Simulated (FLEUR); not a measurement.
Input and output of a self-consistent single point for CoGa (Pm-3m, 2 atoms in the cell) (FLEUR).

Computed with PBE, all-electron FLAPW (FLEUR), scalar-relativistic valence.

The change in words: lattice scaled by 0.98. Reference geometry:
```xyz
2
Lattice="2.8800 0.0000 0.0000 0.0000 2.8800 0.0000 0.0000 0.0000 2.8800" Properties=species:S:1:pos:R:3 pbc="T T T"
Ga     1.4400     1.4400     1.4400
Co     0.0000     0.0000     0.0000
```

Reference input (self-consistent single point, DFT, PBE, all-electron FLAPW (FLEUR), scalar-relativistic valence): Kmax = 4.5 1/bohr; GmaxXC = 22.5 1/bohr; xcFunctional = pbe; jspins = 1; l_soc = F; mode = hist; fermiSmearingEnergy = 0.00367493 Htr; mesh (inpgen div1-3) = 8 8 8; inpgen gamma flag = true; Gmax = 22.5 1/bohr; numbands = 0; maxIterBroyd = 15. This run's input differs from it in these lines:

```diff
@@ -3,5 +3,5 @@
 &input film=f /
-5.4424112389 0.0000000000 0.0000000000
-0.0000000000 5.4424112389 0.0000000000
-0.0000000000 0.0000000000 5.4424112389
+5.3335630141 0.0000000000 0.0000000000
+0.0000000000 5.3335630141 0.0000000000
+0.0000000000 0.0000000000 5.3335630141
 1.0
@@ -43,5 +43,5 @@
          <bravaisMatrix>
-            <row-1>    5.4424112389000001     0.0000000000000000     0.0000000000000000</row-1>
-            <row-2>    0.0000000000000000     5.4424112389000001     0.0000000000000000</row-2>
-            <row-3>    0.0000000000000000     0.0000000000000000     5.4424112389000001</row-3>
+            <row-1>    5.3335630141000001     0.0000000000000000     0.0000000000000000</row-1>
+            <row-2>    0.0000000000000000     5.3335630141000001     0.0000000000000000</row-2>
+            <row-3>    0.0000000000000000     0.0000000000000000     5.3335630141000001</row-3>
          </bravaisMatrix>
```

Output, abridged:

```
 Iteration:     1   Distance:      24.65029082 me/bohr^3
 Iteration:     2   Distance:      16.78602915 me/bohr^3
 Iteration:     3   Distance:      10.52079699 me/bohr^3
 Iteration:     4   Distance:       5.60243609 me/bohr^3
 Iteration:     5   Distance:       4.94506794 me/bohr^3
   [... 6 lines left out ...]
 Iteration:    12   Distance:       0.00228814 me/bohr^3
 Iteration:    13   Distance:       0.00019404 me/bohr^3
 Iteration:    14   Distance:       0.00006762 me/bohr^3
 Iteration:    15   Distance:       0.00000663 me/bohr^3
 Run finished successfully
 Stop message:
   Structural relaxation: Done

[file out, last iteration]
             iter=     16
[...]
          total density-effective poten   -5.3041466653E+03
          total charge density-energy d   -1.3553772714E+02
 Updated energy parameters for spin:           1
[...]
 fermi energy and band-weighting factors:

[...]
FERMIE:
          first approx. to ef    (T=0)  :   0.461931 htr   (energy of the highest occ. eigenvalue)
          number of occ. states  (T=0)  :        665
          first approx. to seigv (T=0)  : -40.697291 htr
          sum of weights of occ. states :  19.015625
          sum of semicore charge        :   0.000000 e
FERHIS:  Fermi-Energy by histogram:
          bandgap                     :   0.001895 htr
   [... lines left out ...]
          charge neutrality (T=0)     :   0.031250    (zero if the highest occ. eigenvalue is "entirely" occupied)
     EF_NEWTON:  Adjust Fermi-Energy by Newton-Method.
 Direct bandgap for spin            1 :    2.7045053595363966E-002  Htr
 ---->    free energy=                     -3337.6112060103 htr
   [... lines left out ...]
      extrapolation for T->0
 ---->    total electron energy=           -3337.6104789516 htr
 ***** TOTAL FORCES ON ATOMS *****
 TOTAL FORCE FOR ATOM TYPE=  1  X=  2.667   Y=  2.667   Z=  2.667
                       FX_TOT= 0.000000 FY_TOT= 0.000000 FZ_TOT= 0.000000
 TOTAL FORCE FOR ATOM TYPE=  2  X=  0.000   Y=  0.000   Z=  0.000
                       FX_TOT= 0.000000 FY_TOT= 0.000000 FZ_TOT= 0.000000
 Structural relaxation: Done
```

The run converged in 15 iterations. FLEUR gives forces in its relaxation mode, with a further iteration, so its stop message speaks of a relaxation. Against the reference run the free energy goes up by 28.5 meV/atom.

The starting cell has typed, rounded lattice constants, without a prior relaxation at this level. For this run, on top of that: lattice scaled by 0.98. Spin polarisation is off. Values depend on the basis (sphere radii, cutoffs, local orbitals), which need not be converged. The log's line on a gap gives a spacing of levels on this mesh, which the program prints for metals too.

Cost on one core of a shared machine: roughly 40 s.
